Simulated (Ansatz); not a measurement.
A thermal frame of GaP(110) slab, cut from zinc-blende GaP, cell Ga24P24, with vacuum along z, from MD with PBE at 1330 K. DFT level: PBE (plane waves, PAW; Ansatz, a first-principles code).

| Quantity | Result |
|---|---|
| plane-wave cutoff | 420 eV |
| k-points | 2x2x1 mesh shifted by half a step in the plane |
| Fermi-Dirac width | 0.115 eV |
| spin | not polarised; no spin-orbit coupling |

A check of the k-sampling: on the last frame of the same run a denser mesh moved the PBE forces by 0.025 eV/Å rms and the free energy by 13 meV/atom.

```yaml
crystal:
  lattice:
    - [7.84025, 0.00000, 0.00000]
    - [0.00000, 11.08778, 0.00000]
    - [0.00000, 0.00000, 21.80031]
  atoms:
    - { symbol: P, position: [0.01594, 0.14233, 0.35178] }
    - { symbol: P, position: [0.27729, 0.42677, 0.24605] }
    - { symbol: P, position: [0.82200, 0.37462, 0.24337] }
    - { symbol: P, position: [0.55121, 0.15198, 0.36632] }
    - { symbol: P, position: [0.51497, 0.13681, 0.52934] }
    - { symbol: P, position: [0.78365, 0.36362, 0.45136] }
    - { symbol: P, position: [0.27815, 0.37227, 0.44995] }
    - { symbol: P, position: [0.02130, 0.11755, 0.54925] }
    - { symbol: P, position: [0.02856, 0.15302, 0.72923] }
    - { symbol: P, position: [0.31284, 0.36924, 0.62096] }
    - { symbol: P, position: [0.81051, 0.35390, 0.61384] }
    - { symbol: P, position: [0.52922, 0.12880, 0.73118] }
    - { symbol: Ga, position: [0.03722, 0.49916, 0.28993] }
    - { symbol: Ga, position: [0.78835, 0.29208, 0.34127] }
    - { symbol: Ga, position: [0.27171, 0.23382, 0.36741] }
    - { symbol: Ga, position: [0.56510, 0.45139, 0.27677] }
    - { symbol: Ga, position: [0.54084, 0.48701, 0.45169] }
    - { symbol: Ga, position: [0.27245, 0.22644, 0.54603] }
    - { symbol: Ga, position: [0.78214, 0.23787, 0.53270] }
    - { symbol: Ga, position: [0.02832, 0.48269, 0.45310] }
    - { symbol: Ga, position: [0.03606, 0.51463, 0.63037] }
    - { symbol: Ga, position: [0.77011, 0.22833, 0.70068] }
    - { symbol: Ga, position: [0.30561, 0.23235, 0.69656] }
    - { symbol: Ga, position: [0.56830, 0.50586, 0.62588] }
    - { symbol: P, position: [0.02463, 0.62425, 0.36542] }
    - { symbol: P, position: [0.26560, 0.86028, 0.26074] }
    - { symbol: P, position: [0.74916, 0.88726, 0.27800] }
    - { symbol: P, position: [0.52249, 0.60015, 0.35832] }
    - { symbol: P, position: [0.52069, 0.62975, 0.53391] }
    - { symbol: P, position: [0.77625, 0.88455, 0.45212] }
    - { symbol: P, position: [0.28575, 0.88744, 0.45209] }
    - { symbol: P, position: [0.02649, 0.63824, 0.53225] }
    - { symbol: P, position: [0.02895, 0.62554, 0.72246] }
    - { symbol: P, position: [0.29024, 0.88700, 0.62781] }
    - { symbol: P, position: [0.75946, 0.88137, 0.63768] }
    - { symbol: P, position: [0.52345, 0.62839, 0.72099] }
    - { symbol: Ga, position: [0.01780, 0.96790, 0.29044] }
    - { symbol: Ga, position: [0.74521, 0.75018, 0.36211] }
    - { symbol: Ga, position: [0.29098, 0.74176, 0.36448] }
    - { symbol: Ga, position: [0.51060, 0.00006, 0.29664] }
    - { symbol: Ga, position: [0.53820, 0.99103, 0.44781] }
    - { symbol: Ga, position: [0.26643, 0.75410, 0.53390] }
    - { symbol: Ga, position: [0.77973, 0.74914, 0.53951] }
    - { symbol: Ga, position: [0.05023, 0.00598, 0.44719] }
    - { symbol: Ga, position: [0.00946, 0.97761, 0.63594] }
    - { symbol: Ga, position: [0.77033, 0.72602, 0.72312] }
    - { symbol: Ga, position: [0.27657, 0.70945, 0.68715] }
    - { symbol: Ga, position: [0.53021, 0.03680, 0.62655] }
```

Forces from the machine-learned potential CHGNet 0.3.0 on some atoms (eV/Å):

```tsv
atom	Fx Fy Fz
P2	0.909 -0.621 0.096
P3	0.098 0.178 0.490
P6	-0.034 0.558 -1.192
P9	0.698 -1.532 -1.458
Ga13	-0.187 -0.795 -1.225
Ga16	-0.920 0.477 0.036
Ga18	-0.984 1.354 -0.908
Ga21	0.190 -1.024 -0.726
Ga22	0.311 0.520 -0.230
Ga24	-0.310 -0.341 -0.085
P27	0.049 -0.458 -0.135
P31	0.034 -0.704 -0.714
P32	-0.111 -0.838 0.604
P33	-0.038 -0.158 0.018
Ga39	-0.445 0.306 -0.804
Ga42	0.675 0.408 0.507
```

**Question.** Give the DFT forces on the same atoms (eV/Å).

**Answer.** 
```tsv
atom	Fx Fy Fz
P2	0.697 -1.451 -0.142
P3	-0.018 0.205 0.276
P6	0.102 0.732 -1.730
P9	0.825 -1.159 -0.211
Ga13	0.471 -0.921 -1.254
Ga16	-1.634 1.098 -0.183
Ga18	-1.407 1.863 -1.066
Ga21	0.182 -1.059 -0.941
Ga22	0.689 0.219 -0.416
Ga24	-0.228 -0.507 -0.204
P27	0.299 -0.784 -0.761
P31	0.203 -1.263 -1.226
P32	-0.078 -1.502 0.763
P33	0.145 -0.833 0.663
Ga39	-0.682 0.354 -0.916
Ga42	0.954 0.518 0.922
```
